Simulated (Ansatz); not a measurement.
Base system: CoSi$_{2}$ (space group Fm-3m, No. 225; a = 5.315 Å; not spin-polarised; relaxed with 0.1 eV smearing).

Computed with DFT with r2SCAN, PAW potentials and a 500 eV plane-wave cutoff in Ansatz (a first-principles code), no SOC.

Before the change:

- Pressure: 0.0 GPa

The change: every lattice vector is shortened by 0.18 %; the atoms relax in the strained cell.

Question: What happens to the pressure?

Answer: The pressure goes from zero to 1.1 GPa.

Question: What happens to the energy relative to the base?

Answer: The energy is nearly the same.

Whether these cells are dynamically stable was not tested. Starting moments died away, wholly or in part, for the base; another magnetic solution may exist. The final runs are not spin-polarised. An odd electron count without spin: CoSi2.
